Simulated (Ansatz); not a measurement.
The reference is KTaO3 in the cubic perovskite structure (space group Pm-3m, No. 221; a = 4.024 Å).

Now apply this change: a hydrostatic pressure of 45 GPa.

Levels (all Ansatz, a quantum-chemistry and plane-wave program, PAW): PBE (420 eV, spin-orbit coupling left out); r2SCAN (500 eV, no spin-orbit coupling); HSE06 (420 eV, no spin-orbit coupling); PBE+SOC (420 eV, spin-orbit coupling included).

At the geometry relaxed with PBE, these levels gave the following band gaps, in shuffled order: (a) 2.51 eV, (b) 2.38 eV, (c) 2.97 eV, (d) 3.94 eV.

Q: Match each gap to its level.

A: (a) PBE; (b) PBE+SOC; (c) r2SCAN; (d) HSE06.

Single points use the geometry relaxed with PBE. The hybrid gap comes from the SCF mesh plus the semilocal run's edge points and a few special points and is an upper bound. The spin-orbit shifts are approximate. With Ta present, leaving out spin-orbit coupling can change the band edges. Load acts through the strain it causes; cell and atoms are relaxed under it. Whether these cells are dynamically stable was not tested. No other phases were tried under pressure.
